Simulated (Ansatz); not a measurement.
Consider Sn-vacancy pair (Sn on one host Ru site, one Ru site vacant) in hcp Ru, neutral cell. Level of theory: PBE, PAW (plane waves to 420 eV; Ansatz, a quantum-chemistry and plane-wave program).

Cell of 36 host sites held at the relaxed PBE lattice; a 2×2×2 k-point mesh shifted by half a step along c; Fermi-Dirac width 0.10 eV, spin-restricted; finite-size errors left in. No zero-point or tunnelling terms. Forms of the defect that were not tried may lie lower. The start lies 0.14 eV above the lowest site run (PBE).

Barriers: single points on a 4×4×4 k-point mesh shifted by half a step along c at the bands' geometries.

Relaxed starting cell (atoms counted from 1):

```
Ru34Sn
1.0
    8.16420     0.00000     0.00000
   -4.08210     7.07041     0.00000
    0.00000     0.00000     8.58609
Sn Ru
1 34
Direct
  0.09298   0.22065   0.12414
  0.11023   0.22267   0.62415
  0.11596   0.56944   0.12415
  0.10872   0.55737   0.62413
  0.10961   0.88341   0.12415
  0.10966   0.88834   0.62414
  0.45354   0.22398   0.12411
  0.44853   0.22380   0.62417
  0.44872   0.55909   0.12415
  0.44544   0.55541   0.62415
  0.44305   0.88759   0.12415
  0.44511   0.89079   0.62417
  0.77637   0.22422   0.62414
  0.77686   0.55450   0.12418
  0.77755   0.55387   0.62415
  0.76865   0.87555   0.12416
  0.77491   0.88429   0.62416
  0.22402   0.11119   0.37974
  0.22403   0.11121   0.86857
  0.22074   0.44776   0.38140
  0.22072   0.44778   0.86689
  0.22231   0.78136   0.37533
  0.22226   0.78131   0.87299
  0.56128   0.11472   0.37220
  0.56133   0.11474   0.87619
  0.55541   0.44311   0.37357
  0.55544   0.44312   0.87472
  0.55503   0.77834   0.37539
  0.55505   0.77833   0.87291
  0.88034   0.10555   0.38461
  0.88031   0.10552   0.86367
  0.88873   0.44115   0.37413
  0.88874   0.44117   0.87414
  0.88949   0.77828   0.37476
  0.88948   0.77824   0.87355
```

End state 1 differs by these moves (Å; atoms that move under 0.08 Å are left out):

```json
[
 {"atom": "1", "element": "Sn", "Δx": "-2.44", "Δy": "0.00", "Δz": "0.00"},
 {"atom": "7", "element": "Ru", "Δx": "-0.14", "Δy": "0.00", "Δz": "0.00"},
 {"atom": "18", "element": "Ru", "Δx": "-0.05", "Δy": "0.02", "Δz": "-0.06"},
 {"atom": "19", "element": "Ru", "Δx": "-0.05", "Δy": "0.02", "Δz": "0.07"},
 {"atom": "24", "element": "Ru", "Δx": "-0.05", "Δy": "-0.02", "Δz": "0.06"},
 {"atom": "25", "element": "Ru", "Δx": "-0.05", "Δy": "-0.02", "Δz": "-0.07"},
 {"atom": "30", "element": "Ru", "Δx": "0.09", "Δy": "0.00", "Δz": "0.00"},
 {"atom": "31", "element": "Ru", "Δx": "0.09", "Δy": "0.00", "Δz": "0.00"}
]
```

Q: Predict the forward and backward barriers to end state 1 from PBE, PAW.

A: forward 0.75 eV, backward 0.75 eV; at the saddle point atom 1 has neighbours Ru at 2.50, 2 Ru at 2.53, Ru at 2.65, 4 Ru at 2.92 Å. The program found a first-order saddle point.
